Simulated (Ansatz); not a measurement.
TiSi2 (Fddd, No. 70) was calculated with r²SCAN+rVV10 in Ansatz (plane waves, PAW).

The run printed, among other lines:

```
Relaxation: its limit of steps is 80 (relax.max_steps)
Crystal: 6 atoms, lattice volume = 85.067 Å³
Basis set: ecut = 560 eV, 2571 PW (Γ), exchange–correlation on 144×120×120 points (27 copies of the dense FFT grid, shifted against one another)
Bands: 26, of which v1, the nominal top of the filled ones, is band 20 counted from 1 (19 counted from 0)
Symmetry: 8 space group operations
Space group: Fddd (ITA 70), of the structure as read, at distance tolerance 4.4e-5 Å
k-points: 621 of 4096
Initial density: superposition of atomic densities (chi_scale 0.1, normalization cell, long waves kept (reshape's long-wave potential 0.00 eV rms))
Functional: x = r2scan, c = r2scan + rvv10(b = 11.95, C = 0.0093); τ floored in thin density (d = 2e-4 eV/Å³)
SCF iter   1: F=—  HF=-7565.211516 eV  |F-HF|=—  |Δ(HF+E_count)|=         —  Δρ=3.78e-2  dr2=1.62e0  dr2_τ=4.67e-2
SCF iter   2: F=—  HF=-7565.146184 eV  |F-HF|=—  |Δ(HF+E_count)|=   6.53e-2  Δρ=2.48e-2  dr2=6.21e-1  dr2_τ=4.67e-3
  ...
SCF 1 converged in 8 iterations: F = -7565.043057 eV  dr2 = 4.65e-8
Crystal: 6 atoms, lattice volume = 85.067 Å³
Basis set: ecut = 560 eV, 2567 PW (Γ), exchange–correlation on 144×120×120 points (27 copies of the dense FFT grid, shifted against one another)
Initial density: handed on by an earlier stage of this run
SCF 2 converged in 4 iterations: F = -7565.043470 eV  dr2 = 4.35e-7
Crystal: 6 atoms, lattice volume = 85.067 Å³
SCF 3 converged in 4 iterations: F = -7565.043521 eV  dr2 = 1.75e-8
Crystal: 6 atoms, lattice volume = 85.067 Å³
SCF 4 converged in 4 iterations: F = -7565.043523 eV  dr2 = 1.02e-9
Crystal: 6 atoms, lattice volume = 85.067 Å³
SCF iter   3: F=—  HF=-7565.043525 eV  |F-HF|=—  |Δ(HF+E_count)|=   1.72e-9  Δρ=5.41e-7  dr2=1.58e-10  dr2_τ=2.42e-11
SCF iter   4: F=-7565.043525 eV  HF=-7565.043525 eV  |F-HF|=1.27e-11  |Δ(HF+E_count)|=  1.06e-10  Δρ=1.33e-7  dr2=5.13e-12  dr2_τ=2.40e-12
SCF 5 converged in 4 iterations: F = -7565.043525 eV  dr2 = 5.13e-12
SCF converged after 4 iterations
Free energy (F): -7565.043525 eV
Internal energy: -7565.026380 eV  (E = F + TS)
E sigma→0 (E₀):  -7565.034952 eV
Fermi energy:    12.425831 eV
--- Forces (eV/Å), atoms counted from 1 ---
  atom   1  Ti     0.00000000     0.00000000     0.00000000
  atom   2  Ti     0.00000000     0.00000000     0.00000000
  atom   3  Si     0.00000000     0.00139921     0.00000000
  atom   4  Si     0.00000000    -0.00139921     0.00000000
  atom   5  Si     0.00000000    -0.00139921     0.00000000
  atom   6  Si     0.00000000     0.00139921     0.00000000
--- Stress (GPa, compression-positive) ---
       -2.833867       0.000000       0.000000
        0.000000      -2.834094       0.000000
        0.000000       0.000000      -2.835538
  P = ⅓ Tr σ = -2.8345 GPa (-28.345 kbar)
```

Write an input file that could have produced this run (the log leaves some choices open).

This is not unique; one that fits is 
Ansatz 0.2 input:
```yaml
crystal:
  lattice:
    - [0.0, 4.1323056373, 4.285961452]
    - [2.4015460609, 0.0, 4.285961452]
    - [2.4015460609, 4.1323056373, 0.0]
  atoms:
    - { symbol: Ti, position: [0.5, 0.5, 0.5] }
    - { symbol: Ti, position: [0.75, 0.75, 0.75] }
    - { symbol: Si, position: [0.8373910786, 0.1626089214, 0.8373910786] }
    - { symbol: Si, position: [0.1626089214, 0.8373910786, 0.1626089214] }
    - { symbol: Si, position: [0.4126089214, 0.0873910786, 0.4126089214] }
    - { symbol: Si, position: [0.0873910786, 0.4126089214, 0.0873910786] }
basis:
  ecutwfc: 560
  ecutrho_ratio: 4
  xc_grid: 3
kpoints:
  mp_grid: { grid: [16, 16, 16] }
hamiltonian:
  xc: r2scan
  dispersion: rvv10
  pseudopotentials: { azcp: { folder: ./paw }, kind: paw }
scf:
  occupations: { method: fermi_dirac, width: 0.05 }
output:
  forces: true
  stress: true
  eigenvalues: true
relax:
  f_tol: 0.004
  escape_saddle: false
  max_steps: 80
  cell: { stress_tol: 0.02, fix: [volume] }
```

The cell is one volume of an energy–volume scan, off the minimum.

The PAW data were made under PBE.

The result took about 14 core-minutes (a rough figure).

Ansatz is an electronic-structure program.
